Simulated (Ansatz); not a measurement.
Base system: La2O3 (space group P-3m1, No. 164; a = 3.9353 Å, c = 6.1263 Å). Axes: x lies along a and z along c of the hexagonal cell.

The values are results of plane-wave PAW DFT at the r2SCAN level (Ansatz, a program for electronic structure, 500 eV), scalar-relativistic without spin-orbit coupling, not measurements.

Base values:

```
Quantity     Value
--------  --------
Pressure  0.00 GPa
```

The change: biaxial strain −3.40 %, plane normal [001], relaxed out of plane (Cartesian); in-plane vectors clamped, the third vector and the atoms free.

Q: How does this affect the pressure?

A: The pressure (mean of the normal stresses, compression positive) goes from zero to 6.01 GPa.

Q: How does this affect the ratio −ε⊥/ε∥?

A: The ratio −ε⊥/ε∥ is 1.26.

No phonon test of stability was made.
